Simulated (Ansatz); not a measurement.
We consider C (model structure, started from the Si type, Ia-3, No. 206, 8 atoms in the cell), described by PBEsol (PAW; Ansatz, a quantum-chemistry and plane-wave program).

Run with plane-wave cutoff 520 eV, 14×14×14 k mesh, Fermi–Dirac smearing 0.05 eV, scalar-relativistic PAW data made under PBE.

Computed at the level's own relaxed cell.

```yaml
crystal:
  lattice:
    - [-2.22448, 2.22448, 2.22448]
    - [2.22448, -2.22448, 2.22448]
    - [2.22448, 2.22448, -2.22448]
  atoms:
    - { symbol: C, position: [0.18859, 0.18859, 0.18859] }
    - { symbol: C, position: [0.50000, 0.00000, 0.31141] }
    - { symbol: C, position: [0.31141, 0.50000, 0.00000] }
    - { symbol: C, position: [0.00000, 0.31141, 0.50000] }
    - { symbol: C, position: [0.81141, 0.81141, 0.81141] }
    - { symbol: C, position: [0.50000, 0.00000, 0.68859] }
    - { symbol: C, position: [0.68859, 0.50000, 0.00000] }
    - { symbol: C, position: [0.00000, 0.68859, 0.50000] }
```

Question: List the 22 lowest band energies at Γ above −25 eV (eV, relative to the valence band maximum), grouping those that round alike.

Answer: At Γ: -21.84, -12.51 (×3), -11.01, -10.02 (×3), -9.53 (×2), -6.89 (×3), -2.65, -2.13 (×2), 5.37 (×3), 8.33 (×3).

Note: the relaxation could raise the start's symmetry but not lower it, so the cell can be a saddle point.

A model structure was made by putting elements into a prototype or built by hand; it is no filed structure, need not be a known phase, and can be a saddle point held by its symmetry.
